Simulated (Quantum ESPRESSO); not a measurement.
## A series of runs on GaNi3C (Pm-3m, 5 atoms in the cell)

```
GaNi3C
1.0
    3.77559     0.00000     0.00000
    0.00000     3.77559     0.00000
    0.00000     0.00000     3.77559
Ga Ni C
1 3 1
Direct
  0.50000   0.50000   0.50000
  0.50000   0.00000   0.00000
  0.00000   0.50000   0.00000
  0.00000   0.00000   0.50000
  0.00000   0.00000   0.00000
```

Base run A: Quantum ESPRESSO with PBEsol, PSlibrary PAW (PBE) pseudopotentials, self-consistent single point.

Its settings: ecutwfc = 70 Ry; ecutrho = 560 Ry; occupations = smearing; smearing = marzari-vanderbilt; degauss = 0.0099958 Ry; input_dft = pbesol; K_POINTS = automatic 8 8 8 0 0 0; conv_thr = 1e-09 Ry; mixing_beta = 0.4.

The starting cell comes from a database of computed structures (which also holds hypothetical and non-ambient phases and stackings), without a prior relaxation at this level. Spin polarisation is off. In the base run, with a pressure of about -6 GPa the cell is away from its equilibrium volume at this level.

ΔF is the free energy per atom less that of run A. 

Run A gave: pressure (GPa) -6.45; iterations 13.

Runs:
- B: mixing_beta, mixing_mode = 0.2, plain
- C: mixing_beta, mixing_mode = 0.5, plain
- D: mixing_beta, mixing_mode = 0.2, TF
- E: mixing_beta, mixing_mode = 0.5, TF
- F: mixing_beta, mixing_mode = 0.2, local-TF
- G: mixing_beta, mixing_mode = 0.5, local-TF

**Question.** Which runs reach the base run's state, and which is quickest in iterations?

**Answer.** Runs B, C, D, E, F, G ended on the same solution as A (within 1 meV/atom). The fewest iterations to that state were 13 (A); the most were 30.

```csv
run,ΔF (meV/atom),pressure (GPa),iterations
A,0.00,-6.45,13
B,0.00,-6.46,26
C,0.00,-6.46,14
D,0.00,-6.46,22
E,0.00,-6.46,19
F,0.00,-6.46,30
G,0.00,-6.46,15
```
